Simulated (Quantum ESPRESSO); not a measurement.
A series of runs on ZnSbF5 (P2_1/c, 28 atoms in the cell)

```
ZnSbF5
1.0
    5.71797     0.00000     0.00000
    0.00000    10.34883     0.00000
   -4.06999     0.00000     7.40414
Zn Sb F
4 4 20
Cartesian
 -0.19573  10.25393   5.83343
  1.84371   0.09490   1.57072
 -0.19129   5.07952   5.27279
  1.83927   5.26931   2.13136
  2.67853   7.87753   4.86415
 -1.03055   2.47130   2.53999
 -3.06554   2.70311   6.24206
  4.71352   7.64572   1.16208
  1.01890   9.20912   4.63685
  0.62908   1.13972   2.76730
 -1.40591   4.03470   6.46937
  3.05389   6.31413   0.93477
  1.57957   6.32500   3.86859
  0.06841   4.02383   3.53555
 -1.96659   1.15058   7.23762
  3.61457   9.19825   0.16652
  1.48403   4.48746   5.99780
  0.16395   5.86137   1.40634
 -1.87105   9.66188   5.10842
  3.51903   0.68696   2.29573
  0.88953   1.34783   6.49899
  0.75845   9.00100   0.90516
 -1.27654   6.52225   4.60723
  2.92452   3.82658   2.79692
  0.91196   7.15415   6.64937
  0.73602   3.19468   0.75478
 -1.29898   1.97973   4.45685
  2.94696   8.36910   2.94729
```

Base run A: PBEsol, PseudoDojo standard norm-conserving (PBESOL) pseudopotentials (Quantum ESPRESSO), self-consistent single point.

Its settings: ecutwfc = 85 Ry; occupations = smearing; smearing = gaussian; degauss = 0.000734986 Ry; potentials = {Zn: Zn.upf, Sb: Sb.upf, F: F.upf}; K_POINTS = automatic 3 2 2 1 1 1; conv_thr = 1e-09 Ry; mixing_beta = 0.5.

The starting cell comes from a database of computed structures (which also holds hypothetical and non-ambient phases and stackings), without a prior relaxation at this level. Its lattice was rescaled by a random factor within 2.5 % of one. Spin-orbit coupling is off. The shifted mesh does not hold Γ, so a gap read on it misses any band edge there.

ΔF is the free energy per atom less that of run A. 

Run A gave: pressure (GPa) -2.26; largest force (eV/Å) 0.299; gap on the mesh (eV) 4.008; k-points 3.

Runs:
- B: K_POINTS = automatic 1 1 1 0 0 0
- C: K_POINTS = automatic 1 1 1 1 1 1
- D: K_POINTS = automatic 2 1 1 0 0 0
- E: K_POINTS = automatic 2 1 1 1 1 1
- F: K_POINTS = automatic 2 1 2 1 1 1

Q: What does run C change against A?

A: The free energy drops by 9.9 meV/atom, the pressure stays near -2.34 GPa while the xx stress (positive for compression) goes from -1.95 to -2.56 GPa, the largest force goes from 0.299 to 0.489 eV/Å and the gap on the mesh goes from 4.008 to 4.558 eV.

Q: What does run D change against A?

A: The free energy goes up by 3.1 meV/atom, the pressure hardly changes (-2.26 to -2.22 GPa), the largest force goes from 0.299 to 0.343 eV/Å and the gap on the mesh goes from 4.008 to 3.712 eV.

```
run  ΔF (meV/atom)  pressure (GPa)  largest force (eV/Å)  gap on the mesh (eV)  k-points
---  -------------  --------------  --------------------  --------------------  --------
A             0.00           -2.26                 0.299                 4.008         3
B             11.0           -2.17                 0.328                 3.768         1
C             -9.9           -2.34                 0.489                 4.558         1
D              3.1           -2.22                 0.343                 3.712         2
E             -2.4           -2.28                 0.301                 4.569         1
F            -0.36           -2.27                 0.294                 4.381         2
```
